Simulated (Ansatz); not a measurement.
SmF₃ (Pnma, No. 62)

The numbers are results of r²SCAN (Ansatz, a program for electronic structure, PAW), not measurements.

Settings: plane-wave cutoff 500 eV, 6×6×10 k mesh (along the axes of the cell as run), Fermi–Dirac smearing 0.05 eV, spin-polarised with parallel moments, scalar-relativistic PAW data made under PBE.

Cell (relaxed at this level):

```xyz
16
Lattice="6.7198 0.0000 0.0000 0.0000 7.0400 0.0000 0.0000 0.0000 4.3546" Properties=species:S:1:pos:R:3 pbc="T T T"
F      0.1138     1.7600     4.0540
F      3.2461     5.2800     1.8767
F      3.4737     1.7600     2.4779
F      6.6061     5.2800     0.3006
Sm     2.4716     1.7600     0.2955
Sm     0.8883     5.2800     2.4728
Sm     5.8316     1.7600     1.8818
Sm     4.2482     5.2800     4.0590
F      1.1081     0.4683     1.7516
F      2.2518     6.5717     3.9289
F      4.4680     3.0517     0.4256
F      5.6117     3.9882     2.6029
F      5.6117     6.5717     2.6029
F      4.4680     0.4683     0.4256
F      2.2518     3.9882     3.9289
F      1.1081     3.0517     1.7516
```

For SmF₃ (Pnma, No. 62), the equilibrium volume per atom is 12.88 Å³/atom.

Note: the magnetic order was assumed, not searched for or taken from measurement; the 4f shell is treated without U or exact exchange, so its levels and filling can be wrong.

Spin–orbit coupling is not included.

Static lattice: no zero-point or thermal effects.
